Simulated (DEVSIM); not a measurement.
Device: W/SiO2/n-Ge capacitor, at 300 K.

```
layer (left to right)  material  thickness (nm)  Nd (cm⁻³)
---------------------  --------  --------------  ---------
1                          SiO2            18.0          -
2                            Ge            1600     1.3e17
```

Metal gate on the left, work function 4.6 eV. Fixed charge at the semiconductor interface -1.5e10 cm⁻² (in units of +e); interface traps 5e10 cm⁻² eV⁻¹, uniform in energy, neutral level at 0.3 of the gap above the valence band.

Constants are typed, rounded textbook-type inputs, not results; the design itself was drawn at random and stands for no fabricated device. Values at 300 K.

| parameter | SiO2 | Ge |
|---|---|---|
| gap (eV) | 9 | 0.664 |
| affinity (eV) | 0.9 | 4 |
| permittivity | 3.9 | 16 |
| Nc (cm⁻³) | - | 1.04e19 |
| Nv (cm⁻³) | - | 6e18 |

Model (solved in DEVSIM): 1D Poisson equation in equilibrium, Boltzmann statistics, complete ionisation; no quantum confinement or tunnelling. Metal contacts follow the ideal Schottky-Mott rule: no Fermi-level pinning, no interface dipoles.

Base results: minimum of the low-frequency capacitance (μF/cm²) 0.103; flat-band voltage (V) 0.51; threshold voltage (band bending 2φF) (V) -0.81.

### Question
What follows from this one change: fixed charge -1.5e+10 → -6.45e+11 cm^-2?

### Answer
minimum of the low-frequency capacitance little changed (0.103 μF/cm²); flat-band voltage 0.51 → 1.04 V; threshold voltage (band bending 2φF) -0.81 → -0.28 V.

### Question
What follows from this one change: interface trap density 5e+10 → 1e+12 cm^-2 eV^-1?

### Answer
minimum of the low-frequency capacitance 0.103 → 0.127 μF/cm²; flat-band voltage 0.51 → 0.79 V; threshold voltage (band bending 2φF) -0.81 → -0.89 V.

### Question
What follows from this one change: gate work function 4.6 → 4.3 eV?

### Answer
minimum of the low-frequency capacitance little changed (0.103 μF/cm²); flat-band voltage 0.51 → 0.21 V; threshold voltage (band bending 2φF) -0.81 → -1.11 V.
